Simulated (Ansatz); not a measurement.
# Pressure series in BaO

The reference is BaO in the rock salt structure (space group Fm-3m, No. 225; a = 5.574 Å).

Cell and atoms are relaxed at each pressure.

Computed with DFT with PBE, PAW potentials and a 420 eV plane-wave cutoff in Ansatz (an electronic-structure program), without spin-orbit coupling.

Two rows of this table had their results exchanged by mistake.

```
pressure          volume per atom (Å³)  shortest distance (Å)  band gap
----------------  --------------------  ---------------------  --------
pressure 3 GPa                   14.19                  2.421      zero
pressure 15 GPa                  18.57                  2.648   1.49 eV
pressure 30 GPa                  16.91                  2.567   0.96 eV
pressure 50 GPa                  15.46                  2.491   0.35 eV
pressure 75 GPa                  20.80                  2.750   1.97 eV
pressure 100 GPa                 13.20                  2.363      zero
```

**Question.** Which two?

**Answer.** The rows for pressure 3 GPa and pressure 75 GPa: the volume has to fall steadily with pressure, so 20.80 Å³ belongs to pressure 3 GPa and 14.19 Å³ to pressure 75 GPa.

A case with no gap was solved on a k-mesh chosen for an insulator, which is coarse for it. Load acts through the strain it causes; cell and atoms are relaxed under it. Stability against distortions was not tested. Competing high-pressure phases were not computed. All final runs are without spin polarisation. The zero or small gap of BaO under pressure 75 GPa and BaO under pressure 100 GPa can change with the level of theory.
